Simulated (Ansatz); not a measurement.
## Be2C: energy against strain

Be2C (antifluorite, Fm-3m, 6.675 Å³/atom at rest) under an equal strain ε in the (001) plane with the normal axis free, as in a coherent film. PBEsol in Ansatz, a plane-wave DFT program (PAW, default set), 420 eV, 13×13×13 Γ-centred mesh, Fermi-Dirac smearing 0.05 eV; ions are relaxed within the symmetry of each cell.

Here s stands for strain and y for E less E0.

```csv
strain (%),E less E0 (meV/atom)
-3.00,?
-1.50,5.77
-1.00,2.54
-0.50,0.63
0.00,0.00
0.50,0.61
1.00,2.43
1.50,5.43
```

**Question.** Using a parabola, estimate the missing y at s = -3.00 from the other rows, showing the fit.

**Answer.** Least squares gives y = -0.002 - 0.0900·s + 2.4895·s². Residuals (row less fit): 0.036, -0.038, -0.035, 0.002, 0.035, 0.032, -0.034; standard error 0.043 (degrees of freedom: 4). Twice the quadratic coefficient over the volume, 2 × 2.4895 meV × 10⁴ × 0.1602 / 6.675 Å³, is twice the biaxial elastic modulus of this plane = 1195 ± 9 GPa. At the withheld row, y = -0.002 - 0.0900 × (-3.0) + 2.4895 × (-3.0)² = 22.674 meV/atom. The calculation gives 23.77 meV/atom, 1.096 meV/atom above the prediction (4.6 % of the range of y in the table). The row lies outside the fitted rows, so this is an extrapolation. From the scatter of the fitted rows alone, a prediction at this place has a standard error of 0.164 meV/atom, so the miss is 6.7 times that.

One order more, fitted to all 13 runs of the series, follows each within 0.01, so the miss is the next term of a smooth law. Rows are the converged runs of the series near zero and its far end; series whose fitted rows scatter by over a few per cent of the range, as at a crossing or softening among them, aren't shown in this form. Most that stay on the fit to the last digits aren't either.
